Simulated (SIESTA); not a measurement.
Worked example: self-consistent single point of GaCu₃ (P6_3/mmc, 8 atoms in the cell) in SIESTA.

Method: SIESTA with LDA PW92, numerical atomic orbitals DZP, PseudoDojo LDA standard norm-conserving potentials (rewritten from UPF to PSML).

The change in words: lattice scaled by 0.98. Reference geometry:
```
CELL_PARAMETERS angstrom
      5.15739     0.00000     0.00000
     -2.57870     4.46643     0.00000
      0.00000     0.00000     4.20124
ATOMIC_POSITIONS crystal
  Ga 0.33333 0.66667 0.75000
  Ga 0.66667 0.33333 0.25000
  Cu 0.16539 0.33077 0.25000
  Cu 0.83461 0.66923 0.75000
  Cu 0.83461 0.16539 0.75000
  Cu 0.16539 0.83461 0.25000
  Cu 0.66923 0.83461 0.25000
  Cu 0.33077 0.16539 0.75000
```

Reference input (self-consistent single point, DFT, LDA PW92, numerical atomic orbitals DZP, PseudoDojo LDA standard norm-conserving potentials (rewritten from UPF to PSML)): XC.functional = LDA; XC.authors = PW92; potentials = PseudoDojo LDA standard; PAO.BasisSize = DZP; PAO.EnergyShift = 0.01 Ry; MeshCutoff = 400 Ry; kgrid.MonkhorstPack = 5 5 5; OccupationFunction = MP; OccupationMPOrder = 0; ElectronicTemperature = 0.1 eV; MaxSCFIterations = 150; SCF.Mixer.Method = Pulay. This run's input differs from it in these lines:

```diff
@@ -12,5 +12,5 @@
 %block LatticeVectors
-     5.157390000    0.000000000    0.000000000
-    -2.578695000    4.466431000    0.000000000
-     0.000000000    0.000000000    4.201240000
+     5.054242000    0.000000000    0.000000000
+    -2.527121000    4.377102000    0.000000000
+     0.000000000    0.000000000    4.117215000
 %endblock LatticeVectors
@@ -18,10 +18,10 @@
 %block AtomicCoordinatesAndAtomicSpecies
-    -0.000002579    2.977622155    3.150930000  1
-     2.578697579    1.488808845    1.050310000  1
-    -0.000000000    1.477361382    1.050310000  2
-     2.578695000    2.989069618    3.150930000  2
-     3.877957582    0.738680691    3.150930000  2
-    -1.299262582    3.727750309    1.050310000  2
-     1.299262582    3.727750309    1.050310000  2
-     1.279432418    0.738680691    3.150930000  2
+    -0.000002527    2.918069459    3.087911250  1
+     2.527123527    1.459032541    1.029303750  1
+    -0.000000000    1.447814029    1.029303750  2
+     2.527121000    2.929287971    3.087911250  2
+     3.800398280    0.723907014    3.087911250  2
+    -1.273277280    3.653194986    1.029303750  2
+     1.273277280    3.653194986    1.029303750  2
+     1.253843720    0.723907014    3.087911250  2
 %endblock AtomicCoordinatesAndAtomicSpecies
```

Output (repeated stretches shortened):

```
        iscf     Eharris(eV)        E_KS(eV)     FreeEng(eV)     dDmax    Ef(eV) dHmax(eV)
   scf:    1   -34591.637733   -34932.847498   -34932.905792  3.351937  2.924971 35.197609
   scf:    2   -35142.954303   -35076.499644   -35076.511253  2.161230 -0.808520  6.546672
   scf:    3   -35083.575649   -35081.161256   -35081.168727  0.254191 -1.396388  2.690825
   scf:    4   -35081.557034   -35081.510229   -35081.517008  0.181541 -1.640245  0.953969
   scf:    5   -35081.316943   -35081.494051   -35081.502287  0.041791 -1.567705  0.757854
   [... 2 lines left out ...]
   scf:    8   -35081.566624   -35081.564705   -35081.572019  0.004428 -1.646329  0.030253
   scf:    9   -35081.564771   -35081.564787   -35081.572132  0.000964 -1.644187  0.003061
   scf:   10   -35081.564793   -35081.564790   -35081.572133  0.000135 -1.644415  0.000080
   scf:   11   -35081.564790   -35081.564790   -35081.572133  0.000003 -1.644418  0.000058
SCF Convergence by DM+H criterion
max |DM_out - DM_in|         :     0.0000033794
max |H_out - H_in|      (eV) :     0.0000581105
SCF cycle converged after 11 iterations

Using DM_out to compute the final energy and forces

siesta: E_KS(eV) =           -35081.5648

siesta: E_KS - E_eggbox =    -35081.5648

siesta: Atomic forces (eV/Ang):
     1    0.000029   -0.000017    0.000000
     2   -0.000029    0.000017    0.000000
     3    0.000015   -0.195278   -0.000000
     4   -0.000015    0.195278   -0.000000
     5    0.169125   -0.097644   -0.000000
     6   -0.169125    0.097644   -0.000000
     7    0.169124    0.097627   -0.000000
     8   -0.169124   -0.097627   -0.000000
   Tot   -0.000000   -0.000000   -0.000000
   Max    0.195278
   Res    0.097641    sqrt( Sum f_i^2 / 3N )
   Max    0.195278    constrained

   [... lines left out ...]
siesta: FreeEng =    -35081.572133
siesta: Cell volume =         91.084871 Ang**3
siesta:          32.93716355         22.83736873  kBar
   [... lines left out ...]

              0.147   0.144   0.147

mulliken: Qtot =      140.000

Mulliken Atomic Populations:
Atom #   charge [q] valence [e]  Species
     1    -1.005242   14.005242  Ga
     2    -1.005242   14.005242  Ga
     3     0.335081   18.664919  Cu
     4     0.335081   18.664919  Cu
     5     0.335079   18.664921  Cu
     6     0.335079   18.664921  Cu
     7     0.335081   18.664919  Cu
     8     0.335081   18.664919  Cu
 Total    -0.000000
```

The run converged in 11 iterations. Against the reference run the free energy goes down by 8.7 meV/atom, the pressure goes from -6.48 to 3.29 GPa and the largest force goes from 0.174 to 0.195 eV/Å.

The starting cell comes from a database of computed structures (which also holds hypothetical and non-ambient phases and stackings), without a prior relaxation at this level. For this run, on top of that: lattice scaled by 0.98. Spin polarisation is off. Values carry the incompleteness of an atom-centred basis. With a pressure of about 3 GPa the cell is away from its equilibrium volume at this level.

Cost on one core of a shared machine: roughly 40 s.
